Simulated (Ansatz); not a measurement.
For LiF (model structure, F-43m, No. 216, 2 atoms in the cell), PBE-D3(BJ) (Ansatz, a quantum-chemistry and plane-wave program, PAW) gives:

```
Property                    Value
-------------------  ------------
lattice parameter a       4.303 Å
cohesive energy      4.47 eV/atom
```

Task: What does r²SCAN (PAW; Ansatz) give for the same quantities?

Result: 
- lattice constant a: 4.290 Å (falls by 0.3 %)
- cohesive energy: 4.36 eV/atom (drops by 0.11 eV/atom)

Changes are worked out from the printed values.

Unless a cell is named, each level is at its own relaxed cell (PBE-D3(BJ) 9.96, r²SCAN 9.87 Å³/atom).

Ansatz's density-functional and Hartree–Fock values are scalar-relativistic unless marked +SOC, with PAW data made under PBE.

A model structure was made by putting elements into a prototype or built by hand; it is no filed structure, need not be a known phase, and can be a saddle point held by its symmetry.
